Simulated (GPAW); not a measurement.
Input and output of a self-consistent single point for Rb (Im-3m, 1 atom in the cell) (GPAW).

Computed with LDA (Perdew-Wang 92), GPAW PAW datasets LDA (gpaw-data 1.0.1) (plane waves; GPAW).

```
Rb
1.0
   -2.82500     2.82500     2.82500
    2.82500    -2.82500     2.82500
    2.82500     2.82500    -2.82500
Rb
1
Cartesian
  0.00000   0.00000   0.00000
```

Reference input (self-consistent single point, DFT PBE, plane waves, GPAW PAW datasets PBE (gpaw-data 1.0.1)): mode = pw; ecut = 550 eV; xc = PBE; kpts = 11 11 11; mesh shift (steps) = 0 0 0; occupations.name = fermi-dirac; occupations.width = 0.05 eV; nbands = -9; symmetry.symmorphic = false; symmetry.tolerance = 0.0005; maxiter = 150. This run's input differs from it in these lines:

```diff
@@ -12,3 +12,3 @@
 calc = GPAW(mode={'name': 'pw', 'ecut': 550},
-            xc='PBE',
+            xc='LDA',
             kpts=(11, 11, 11),
```

Its files differ too (potentials: GPAW PAW datasets LDA (gpaw-data 1.0.1)).

The program printed (abridged):

```
     iter     time        total  log10-change:
                         energy   eigst   dens
iter:   1 --:--:--    -1.162062
iter:   2 --:--:--    -1.143434   -2.75  -1.37
iter:   3 --:--:--    -1.030224   -2.30  -1.40
iter:   4 --:--:--    -1.030066   -4.01  -1.84
iter:   5 --:--:--    -1.031162c  -3.73  -1.79
iter:   6 --:--:--    -1.030915c  -4.20  -2.43
iter:   7 --:--:--    -1.031010c  -5.16  -3.19
iter:   8 --:--:--    -1.030912c  -5.49  -2.81
iter:   9 --:--:--    -1.030911c  -6.60  -3.99
iter:  10 --:--:--    -1.030911c  -7.49c -4.62c
Converged after 10 iterations.

Dipole moment: (0.000000, 0.000000, 0.000000) |e|*Ang

Energy contributions relative to reference atoms: (reference = -81006.756710)

Kinetic:         +0.601417
Potential:       -0.548257
External:        +0.000000
XC:              -1.067651
Entropy (-ST):   -0.006519
Local:           -0.013162
SIC:             +0.000000
--------------------------
Free energy:     -1.034171
Extrapolated:    -1.030911

Showing only first 2 kpts
 Kpt  Band  Eigenvalues  Occupancy
  0     2    -11.90944    2.00000
  0     3    -11.90944    2.00000
  0     4     -1.00229    2.00000
  0     5      4.59041    0.00000

  1     2    -11.91215    2.00000
  1     3    -11.90943    2.00000
  1     4     -0.90314    2.00000
  1     5      4.45202    0.00000

Fermi level: 1.00865

No gap
No difference between direct/indirect transitions
Energy (eV): -1.030911

Forces in eV/Ang:
  0 Rb   -0.00000    0.00000   -0.00000

Stress tensor:
     0.002530    -0.000000     0.000000
    -0.000000     0.002530     0.000000
     0.000000     0.000000     0.002530
Stress (GPa, Voigt): [ 0.4054  0.4054  0.4054  0.      0.     -0.    ]
```

The run converged in 10 iterations. GPAW prints stress with tension positive. Against the reference run the pressure goes from 0.03 to -0.41 GPa.

The starting cell has typed, rounded lattice constants, without a prior relaxation at this level.
